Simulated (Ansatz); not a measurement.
The boundary is one mirror-built cell; no search for the lowest one was made.

| Item | Value |
|---|---|
| Junction | Σ11 (113) symmetric tilt boundary in fcc Cu, with one C atom a cell (10.9 Å²) in the boundary |
| Cell area | 10.92 Å² |
| Transmission a spin | 0.8248 |
| Channels of the lower lead | 1.551 |
| Channels of the upper lead | 1.550 |

Method: PBE (plane waves, PAW; Ansatz, a quantum-chemistry and plane-wave program).

Problem. Work out the resistance-area product that the junction adds between diffusive leads.

Solution. AR = A (h/2e²)[1/T − 1/(2N₁) − 1/(2N₂)] = 10.92 × 10⁻²⁰ m² × 12906 Ω × 0.567 = 0.80 × 10⁻¹⁵ Ω m².
